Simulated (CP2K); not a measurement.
Input and output of a self-consistent single point for a (001) slab of Al (cut from a parent of space group no. 225; 4 atoms in the cell) (CP2K).

Method: CP2K with PBEsol, GPW, DZVP-MOLOPT-SR-GTH basis, GTH-PBE potentials (GTH_POTENTIALS).

```
Al
1.0
    2.87237     0.00000     0.00000
   -2.87237     2.87237     0.00000
    0.00000     0.00000    20.09331
Al
4
Direct
  0.00000   0.00000   0.44946
  0.00000   0.50000   0.34837
  0.00000   0.00000   0.65163
  0.00000   0.50000   0.55054
```

Reference input (self-consistent single point, DFT PBEsol, GPW, DZVP-MOLOPT-SR-GTH basis, GTH-PBE potentials (GTH_POTENTIALS)): CUTOFF = 400 Ry; REL_CUTOFF = 50 Ry; SMEAR/METHOD = GAUSSIAN; SIGMA = 0.1 eV; KPOINTS/SCHEME = MONKHORST-PACK 7 7 1; XC_FUNCTIONAL = PBE:PBESOL; Al/BASIS_SET = DZVP-MOLOPT-SR-GTH; Al/POTENTIAL = GTH-PBE-q3; METHOD = GPW; EPS_DEFAULT = 1e-10; NGRIDS = 4; SCF_GUESS = ATOMIC. This run's input differs from it in these lines:

```diff
@@ -39,3 +39,4 @@
     &KPOINTS
-      SCHEME MONKHORST-PACK 7 7 1
+      SCHEME MONKHORST-PACK 12 12 1
+      GAMMA_CENTERED T
     &END KPOINTS
```

Output, abridged:

```
 SCF WAVEFUNCTION OPTIMIZATION

  Step     Update method      Time    Convergence         Total energy    Change
     1 NoMix/Diag. 0.20E+00      -     0.77512484        -8.6327953879 -8.63E+00
     2 Broy./Diag. 0.20E+00      -     0.04261522        -8.4773175294  1.55E-01
     3 Broy./Diag. 0.20E+00      -     0.03876394        -8.3682590737  1.09E-01
     4 Broy./Diag. 0.20E+00      -     0.01551684        -8.2645042143  1.04E-01
     5 Broy./Diag. 0.20E+00      -     0.00403258        -8.2489725300  1.55E-02
     6 Broy./Diag. 0.20E+00      -     0.00288772        -8.2334964799  1.55E-02
   [... 7 lines left out ...]
    14 Broy./Diag. 0.20E+00      -     0.00008343        -8.2391547997  5.00E-04
    15 Broy./Diag. 0.20E+00      -     0.00000117        -8.2392135233 -5.87E-05
    16 Broy./Diag. 0.20E+00      -     0.00000836        -8.2392977664 -8.42E-05
    17 Broy./Diag. 0.20E+00      -     0.00000072        -8.2393040197 -6.25E-06
  *** SCF run converged in    17 steps ***

  Overlap energy of the core charge distribution:               0.00000000000000
  Self energy of the core charge distribution:                -22.56758334191025
  Core Hamiltonian energy:                                      4.55712770253138
  Hartree energy:                                              12.85433698517419
  Exchange-correlation energy:                                 -3.08269469685095
  Smearing free energy correction:                             -0.00049066817785
  Fermi energy:                                                 0.01187366913519

  Total energy:                                                -8.23930401969987
  Total energy (extrapolated to sigma->0):                     -8.23905868561094

                     Mulliken Population Analysis

   [... lines left out ...]

 STRESS| Analytical stress tensor [bar]
 STRESS|                        x                   y                   z
 STRESS|      x       -1.91468758063E+04  -4.41520826525E-05  -3.49889311393E-11
 STRESS|      y       -4.41520826525E-05  -1.91468767869E+04  -5.72767714056E-11
 STRESS|      z       -3.49889311393E-11  -5.72767714056E-11  -4.44763458228E+03
 STRESS| 1/3 Trace                                            -1.42471290585E+04
```

The run converged in 17 iterations. Against the reference run the free energy is nearly the same (within 1 meV/atom) and the largest force goes from 0.221 to 0.099 eV/Å.

The starting cell has typed, rounded lattice constants, without a prior relaxation at this level. The slab is cut from that crystal, and its faces are unrelaxed. Its lattice was rescaled by up to half a per cent. Values carry the incompleteness of an atom-centred basis. The potentials were made for another functional than the one used.

Cost on one core of a shared machine: roughly 30 s.
